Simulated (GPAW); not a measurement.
GPAW run on InAs (Fm-3m, 2 atoms in the cell): self-consistent single point

Method of the run: LDA (Perdew-Wang 92), GPAW PAW datasets LDA (gpaw-data 1.0.1) (plane waves; GPAW).

This input was run:

```python
from ase import Atoms
from ase.units import GPa
from gpaw import GPAW, PW

atoms = Atoms(['In', 'As'],
              cell=[[0.000000, 2.891692, 2.891692],
                    [2.891692, 0.000000, 2.891692],
                    [2.891692, 2.891692, 0.000000]],
              scaled_positions=[[0.500000, 0.500000, 0.500000],
                                [0.000000, 0.000000, 0.000000]],
              pbc=True)

calc = GPAW(mode=PW(550),
            xc='LDA',
            kpts={'size': (6, 6, 6), 'gamma': True},
            occupations={'name': 'methfessel-paxton', 'width': 0.1, 'order': 0},
            nbands=-10,
            convergence={'forces': 0.001},
            symmetry={'symmorphic': False, 'tolerance': 0.0005},
            maxiter=100,
            txt='-')

atoms.calc = calc

energy = atoms.get_potential_energy()
print('Energy (eV):', round(energy, 6))
forces = atoms.get_forces()
print('Forces (eV/Ang):')
print(forces.round(5))
stress = atoms.get_stress()
print('Stress (GPa, Voigt):', (stress / GPa).round(4))
```

Output (repeated stretches shortened):

```
Input parameters:
  convergence: {forces: 0.001}
  kpts: {gamma: True,
         size: (6, 6, 6)}
  maxiter: 100
  mode: {ecut: 550.0,
         name: pw}
  nbands: -10
  occupations: {name: methfessel-paxton,
                order: 0,
                width: 0.1}
  symmetry: {symmorphic: False,
             tolerance: 0.0005}

species:
  In:
    name: Indium
    Z: 49.0
    valence: 13
    core: 36
    charge: 0.0
    file: In.LDA.gz

    # Using partial waves for In as LCAO basis

  As:
    name: Arsenic
    Z: 33.0
    valence: 5
    core: 28
    charge: 0.0
    file: As.LDA.gz

    # Using partial waves for As as LCAO basis

Reference energy: -221254.198245  # eV

Spin-paired calculation

Convergence criteria:
 Maximum [total energy] change in last 3 cyles: 0.0005 eV / valence electron
 Maximum integral of absolute [dens]ity change: 0.0001 electrons / valence electron
 Maximum integral of absolute [eigenst]ate change: 4e-08 eV^2 / valence electron
 Maximum change in the atomic [forces] across last 2 cycles: 0.001 eV/Ang OR
Maximum error relative to the maximum force is below inf
 Maximum number of scf [iter]ations: 100

Symmetries present (total): 48
Symmetries with fractional translations: 0
216 k-points: 6 x 6 x 6 Monkhorst-Pack grid + [1/12,1/12,1/12]
16 k-points in the irreducible part of the Brillouin zone
       k-points in crystal coordinates                weights
   0:     0.00000000    0.00000000    0.00000000          1/216
   1:     0.16666667    0.16666667    0.00000000          6/216
   2:     0.16666667    0.16666667    0.16666667          8/216
   [... 7 lines left out ...]
          ...
  15:     0.50000000    0.50000000    0.50000000          4/216

Wave functions: Plane wave expansion
  Cutoff energy: 550.000 eV
  Number of coefficients (min, max): 1400, 1430
  Pulay-stress correction: 0.000000 eV/Ang^3 (de/decut=0.000000)

Occupation numbers: Methfessel-Paxton:
  width: 0.1000  # eV
  order: 0

Eigensolver

Densities:
  Coarse grid: 24*24*24 grid
  Fine grid: 48*48*48 grid
  Total Charge: 0.000000

Density mixing:
  Method: separate
  Backend: pulay
  Linear mixing parameter: 0.05
  old densities: 5
  Damping of long wavelength oscillations: 50

Hamiltonian:
  XC and Coulomb potentials evaluated on a 48*48*48 grid
  External potential:
    NoExternalPotential

Number of atoms: 2
Number of atomic orbitals: 13
Number of bands in calculation: 19
Number of valence electrons: 18
Bands to converge: occupied

Density initialized from atomic densities
  13 bands from LCAO basis set
  6 bands from random numbers

Atomic positions and initial magnetic moments

Positions:
   0 In     2.891692    2.891692    2.891692    ( 0.0000,  0.0000,  0.0000)
   1 As     0.000000    0.000000    0.000000    ( 0.0000,  0.0000,  0.0000)

Unit cell:
           periodic     x           y           z      points  spacing
  1. axis:    yes    0.000000    2.891692    2.891692    24     0.1391
  2. axis:    yes    2.891692    0.000000    2.891692    24     0.1391
  3. axis:    yes    2.891692    2.891692    0.000000    24     0.1391

  Lengths:   4.089470   4.089470   4.089470
  Angles:   60.000000  60.000000  60.000000

Effective grid spacing dv^(1/3) = 0.1518

     iter     time        total  log10-change:
                         energy   eigst   dens  force
iter:   1 --:--:--    -9.075793
iter:   2 --:--:--    -9.047551   -2.32  -1.32
iter:   3 --:--:--    -8.936664   -2.28  -1.36
iter:   4 --:--:--    -8.950228   -3.07  -1.73
iter:   5 --:--:--    -8.929283   -3.40  -1.94
iter:   6 --:--:--    -8.929312   -4.86  -2.88
iter:   7 --:--:--    -8.929317c  -5.67  -2.92
iter:   8 --:--:--    -8.929281c  -5.92  -2.96
iter:   9 --:--:--    -8.929281c  -6.68  -3.47
iter:  10 --:--:--    -8.929282c  -8.34c -3.84
iter:  11 --:--:--    -8.929275c  -6.62  -3.81
iter:  12 --:--:--    -8.929276c  -6.91  -4.22c
iter:  13 --:--:--    -8.929276c  -8.14c -4.24c
iter:  14 --:--:--    -8.929275c  -7.32  -4.25c
iter:  15 --:--:--    -8.929275c  -8.52c -4.47c -22.72c

Converged after 15 iterations.

Dipole moment: (-0.000000, -0.000000, -0.000000) |e|*Ang

Energy contributions relative to reference atoms: (reference = -221254.198245)

Kinetic:        +14.786154
Potential:      -14.037624
External:        +0.000000
XC:              -9.784763
Entropy (-ST):   -0.009629
Local:           +0.111772
SIC:             +0.000000
--------------------------
Free energy:     -8.934090
Extrapolated:    -8.929275

Showing only first 2 kpts
 Kpt  Band  Eigenvalues  Occupancy
  0     7      5.63226    1.99964
  0     8      5.63226    1.99964
  0     9      5.63226    1.99964
  0    10     13.07962    0.00000

  1     7      5.03540    2.00000
  1     8      5.03540    2.00000
  1     9      7.99915    0.00000
  1    10      9.82983    0.00000

Fermi level: 5.88441

No gap
No difference between direct/indirect transitions
Energy (eV): -8.929275

Forces in eV/Ang:
  0 In   -0.00000    0.00000    0.00000
  1 As    0.00000   -0.00000   -0.00000

Stress tensor:
     0.038639     0.000000     0.000000
     0.000000     0.038639     0.000000
     0.000000     0.000000     0.038639
Stress (GPa, Voigt): [6.1906 6.1906 6.1906 0.     0.     0.    ]
```

The run converged in 15 iterations. GPAW prints stress with tension positive.

The starting cell comes from a database of computed structures (which also holds hypothetical and non-ambient phases and stackings), without a prior relaxation at this level. Its lattice was rescaled by up to half a per cent. With a pressure of about -6 GPa the cell is away from its equilibrium volume at this level. The run gives no clean gap (levels at the Fermi energy touch, overlap or are partly filled at this smearing), which alone does not show that the compound is a metal.
